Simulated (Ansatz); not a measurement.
**How the band gap of ZnS (model structure, started from the NiAs type, P6₃/mmc, No. 194, 4 atoms in the cell) moves with the method**

No measured value is used here.

```tsv
level (code)	value (eV)	cell (Å³/atom)
LDA (Ansatz)	0.13 (indirect)	15.52
PBEsol (Ansatz)	0.28 (indirect)	16.00
r²SCAN (Ansatz)	?	16.40
r²SCAN+rVV10 (Ansatz)	0.79 (indirect)	16.22
dielectric-dependent PBEsol hybrid (Ansatz)	0.90 (indirect)	16.00
HSE06 (Ansatz)	1.50 (indirect)	16.00
PBE0 (Ansatz)	?	16.00
```

Task: Some entries are withheld; supply them.

Result: 
- r²SCAN (Ansatz, a first-principles code), value (eV): 0.82 (indirect)
- PBE0 (Ansatz), value (eV): 2.16 (indirect)

Computed values are for a static lattice.  Values are at the level's own equilibrium cell; dielectric-dependent PBEsol hybrid at the PBEsol cell; HSE06 at the PBEsol cell; PBE0 at the PBEsol cell. Cutoffs and k meshes differ between the levels. Ansatz's density-functional and Hartree–Fock values are scalar-relativistic unless marked +SOC, with PAW data made under PBE.

A model structure was made by putting elements into a prototype or built by hand; it is no filed structure, need not be a known phase, and can be a saddle point held by its symmetry.
